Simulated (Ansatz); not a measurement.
Effect of holes 3.0×10^21 cm⁻³ on GaSb

Take GaSb in the zinc blende structure (space group F-43m, No. 216; a = 6.132 Å) as the base.

Perturbation: hole doping at 3.0×10^21 cm⁻³ (0.173 per cell), with a uniform compensating background at fixed cell and a 300 K Fermi–Dirac width.

Calculations: r2SCAN/PAW in Ansatz (an electronic-structure program), without spin-orbit coupling. k-mesh 21×21×21 (Γ-centred); smearing 0.0259 eV (Fermi–Dirac).

- Gap between the host's bands = 0.41 eV (base 0.41 eV)
- Gap character = direct at Γ (base direct at Γ)
- Valley order (the lowest conduction-band minima on the path, energy above the VBM, named in the base's zone) = Γ 0.41 eV; L along ⟨111⟩ 0.72 eV; a point along ⟨100⟩, about 0.9 Å⁻¹ from Γ 1.17 eV (base Γ 0.41 eV; L along ⟨111⟩ 0.68 eV; a point along ⟨100⟩, about 0.9 Å⁻¹ from Γ 1.10 eV)
- Fermi level relative to the doped band's edge (positive inside the band; to 0.05 eV) = +0.65 eV

Final structure:

```yaml
crystal:
  lattice:
    - [0.00000, 3.06622, 3.06622]
    - [3.06622, 0.00000, 3.06622]
    - [3.06622, 3.06622, 0.00000]
  atoms:
    - { symbol: Sb, position: [0.25000, 0.25000, 0.25000] }
    - { symbol: Ga, position: [0.00000, 0.00000, 0.00000] }
```
Cell charge +0.172966.

Carriers are added with a uniform compensating background; total energy and stress of such cells depend on the potential's zero and are not compared; many-body gap narrowing is missing at this level. With Sb present, leaving out spin-orbit coupling can change the band edges. No phonon test of stability was made.
